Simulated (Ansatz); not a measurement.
System: ZrSi (Cmcm, No. 63, 4 atoms in the cell; start COD 1530135). Method: LDA (PAW; Ansatz, a first-principles code).

Run with plane-wave cutoff 520 eV, 16×16×14 k mesh (along the axes of the cell as run), Fermi–Dirac smearing 0.05 eV, scalar-relativistic PAW data made under PBE.

Cell (relaxed at this level):

```yaml
crystal:
  lattice:
    - [1.85336, -4.90869, 0.00000]
    - [1.85336, 4.90869, 0.00000]
    - [0.00000, 0.00000, 3.71910]
  atoms:
    - { symbol: Zr, position: [0.35473, 0.64527, 0.25000] }
    - { symbol: Zr, position: [0.64527, 0.35473, 0.75000] }
    - { symbol: Si, position: [0.07867, 0.92133, 0.25000] }
    - { symbol: Si, position: [0.92133, 0.07867, 0.75000] }
```

Predict the bulk modulus B0.


- bulk modulus B0 = 159 GPa

The run finds no gap.

Note: the bulk modulus is −V dP/dV from two relaxed cells at ±2 % in volume; the relaxation could not lower the start's symmetry, so the cell can be a saddle point above a distorted one.
